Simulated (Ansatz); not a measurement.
Data:

```
GaAs
1.0
    0.00000     2.80983     2.80983
    2.83335    -0.02352     2.83335
    2.83335     2.83335    -0.02352
As Ga
1 1
Direct
  0.75108   0.74892   0.74892
  0.99892   0.00108   0.00108
```

No spin polarisation.

Level of theory: r2SCAN/PAW in Ansatz (a program for electronic structure), without spin-orbit coupling. Γ-centred 10×10×10 mesh, Fermi–Dirac width 0.05 eV.

Task: Estimate the gap character.

Result: Direct at Γ.

Task: What is the computed valence-band top at Γ (three highest levels, from the VBM)?

Result: 0.00, -0.07, -0.13 eV.

Task: Predict the pressure (mean of the normal stresses, compression positive).

Result: 0.1 kbar.

Task: Estimate the band gap.

Result: 0.89 eV.

The cells carry an imposed strain or load. No phonon test of stability was made. The cell was made from GaAs in the zinc blende structure (space group F-43m, No. 216) by this change: tensor shear ε_yz = −0.83 %.
